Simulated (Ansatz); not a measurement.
Hf: response to strain

The parent structure is Hf in the hcp (Mg type) structure (space group P6_3/mmc, No. 194; relaxed with 0.1 eV smearing).

```
CELL_PARAMETERS angstrom
      3.15810     0.00000     0.00000
     -1.57905     2.73500     0.00000
      0.00000     0.00000     5.00450
ATOMIC_POSITIONS crystal
  Hf 0.66667 0.33333 0.75000
  Hf 0.33333 0.66667 0.25000
```

Cartesian axes are those of the cell as printed.

Strains are applied to the cell and any free atomic positions relax; under biaxial strain the out-of-plane vector relaxes too.

Method: PBEsol (Ansatz, a first-principles code; PAW; 420 eV plane waves; no spin-orbit coupling).

Notes on the quantities. pressure: mean of the normal stresses, compression positive.

| case | shortest interatomic distance | pressure |
|---|---|---|
| base | 5.851 bohr | 0.0 GPa |
| biaxial strain −3.00 %, plane normal [001], relaxed out of plane | 5.789 bohr | 4.4 GPa |
| biaxial strain −2.50 %, plane normal [001], relaxed out of plane | 5.819 bohr | 3.7 GPa |
| biaxial strain −1.50 %, plane normal [001], relaxed out of plane | 5.863 bohr | 2.2 GPa |
| biaxial strain −1.00 %, plane normal [001], relaxed out of plane | 5.858 bohr | 1.4 GPa |
| biaxial strain −0.50 %, plane normal [001], relaxed out of plane | 5.854 bohr | 0.7 GPa |
| biaxial strain +1.00 %, plane normal [001], relaxed out of plane | 5.845 bohr | -1.4 GPa |
| biaxial strain +1.50 %, plane normal [001], relaxed out of plane | 5.842 bohr | -2.0 GPa |
| biaxial strain +2.00 %, plane normal [001], relaxed out of plane | 5.840 bohr | -2.6 GPa |
| biaxial strain +2.50 %, plane normal [001], relaxed out of plane | ___ | ___ |

Q: Fill in the withheld entries from the trend.

A: 
- biaxial strain +2.50 %, plane normal [001], relaxed out of plane, shortest interatomic distance: 5.838 bohr
- biaxial strain +2.50 %, plane normal [001], relaxed out of plane, pressure: -3.2 GPa

Stability against distortions was not tested. The final runs are not spin-polarised.
